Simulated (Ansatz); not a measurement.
Ansatz (a program for electronic structure) run on Ge₂Mo (I4/mmm, 3 atoms in the cell): relaxation of cell and atoms.

Method: LDA (PW92), default PAW files made with PBE (plane waves; Ansatz).

The change in words: atoms on their sites; basis.ecutwfc: 420 eV → 840 eV; relax: default → cell and atoms. Reference geometry:
```
Ge2Mo
1.0
   -1.66840     1.66840     4.11366
    1.66840    -1.66840     4.11366
    1.66840     1.66840    -4.11366
Ge Mo
2 1
Direct
  0.66775   0.66775   0.00000
  0.33833   0.33833   0.00000
  0.00000   0.00000   0.00000
```

Reference input (self-consistent single point, DFT, LDA (PW92), plane waves, default PAW files made with PBE): basis.ecutwfc = 420 eV; kpoints.mp_grid.grid = 8 8 8; hamiltonian.xc = lda; hamiltonian.pseudopotentials = {kind: paw} (the program's default PAW files); scf.occupations.method = gaussian; scf.occupations.width = 0.1 eV. This run's input differs from it in these lines:

Ansatz 0.2 input:
```diff
@@ -6,3 +6,3 @@
   atoms:
-    - { symbol: Ge, position: [0.667747, 0.667747, 0.000000] }
+    - { symbol: Ge, position: [0.661670, 0.661670, 0.000000] }
     - { symbol: Ge, position: [0.338330, 0.338330, 0.000000] }
@@ -10,3 +10,3 @@
 basis:
-  ecutwfc: 420.0
+  ecutwfc: 840.0
 kpoints:
@@ -22,2 +22,4 @@
     width: 0.1
+relax:
+  cell: {}
 output:
```

Log, with long lists cut:

```
   [... SCF lines of the steps left out ...]
relax step   1: F+E_penalty+E_count = -13274.95316476 eV  Δ(F+E_penalty+E_count) = +0.000e0 eV  max|allowed force component| = 8.901e-2 eV/Å  Δτ_max = 0.0000 Å  P = -8.317 GPa  Ω = 45.802 Å³  (7 SCF iters, dr2 threshold 1.00e-7 eV, accepted)
relax step   2: F+E_penalty+E_count = -13274.96284710 eV  Δ(F+E_penalty+E_count) = -9.682e-3 eV  max|allowed force component| = 6.020e-2 eV/Å  Δτ_max = 0.0037 Å  P = +8.664 GPa  Ω = 41.841 Å³  energy of the carried Pulay correction = +9.724e-5 eV  [...]
   [... lines left out ...]
relax step   5: F+E_penalty+E_count = -13275.01298565 eV  Δ(F+E_penalty+E_count) = -3.141e-6 eV  max|allowed force component| = 6.395e-5 eV/Å  Δτ_max = 0.0001 Å  P = -0.000 GPa  Ω = 43.613 Å³  energy of the carried Pulay correction = +5.268e-5 eV  [...]
relax step   6: F+E_penalty+E_count = -13275.01293819 eV  Δ(F+E_penalty+E_count) = +4.746e-5 eV  max|allowed force component| = 4.351e-5 eV/Å  Δτ_max = 0.0000 Å  P = -0.001 GPa  Ω = 43.613 Å³  stress off target by 1.14e-3 GPa  SCF on the basis [...]
basis re-selected at this cell: Δ(F+E_penalty+E_count) = +4.746e-5 eV, ΔP = -0.001 GPa vs the last step
the relaxation is at rest under the 16 symmetry operations that the run kept from its start: a minimum is not shown …
Free energy (F): -13275.012938 eV
Internal energy: -13275.010159 eV  (E = F + TS)
E sigma→0 (E₀):  -13275.011549 eV
Entropy (-TS):   -0.002779 eV (-0.926 meV/atom)
Fermi energy:    17.366891 eV
--- Forces (eV/Å), atoms counted from 1 ---
  atom   1  Ge    -0.00000000     0.00000000    -0.00004351
   [... lines left out ...]
  cell:  # Å, volume = 43.6126 Å³
   [... lines left out ...]
    - [1.6388000361860768, -1.6388000361860768, 4.059756328324144]
    - [1.6388000361860768, 1.6388000361860768, -4.059756328324144]
  atoms:
    - { symbol: Ge, position: [0.6619272315409123, 0.6619272315409123, -5.038805155939582e-34] }
    - { symbol: Ge, position: [0.3380727684590879, 0.3380727684590879, -1.8363289161589594e-33] }
    - { symbol: Mo, position: [-5.271234019011359e-20, -5.271234019011264e-20, 7.124571145031585e-34] }
```

The run converged. 

Summary of the result:
- Free energy E − TS (on the zero of these files): -13275.0129 eV
- Fermi level (on the code's own zero): 17.37 eV
- Pressure: 0.00 GPa
- Final cell: a = b = c = 4.675 Å, α = β = 138.96°, γ = 59.44°
- Final volume per atom: 14.54 Å³
- Relaxation steps: 6

The starting cell comes from a database of computed structures (which also holds hypothetical and non-ambient phases and stackings), without a prior relaxation at this level. Its lattice was rescaled by up to half a per cent. Spin polarisation is off. The relaxation keeps the symmetry of its start, so its end need not be a minimum. Ansatz's pressure includes its estimate of the finite-basis (Pulay) stress.
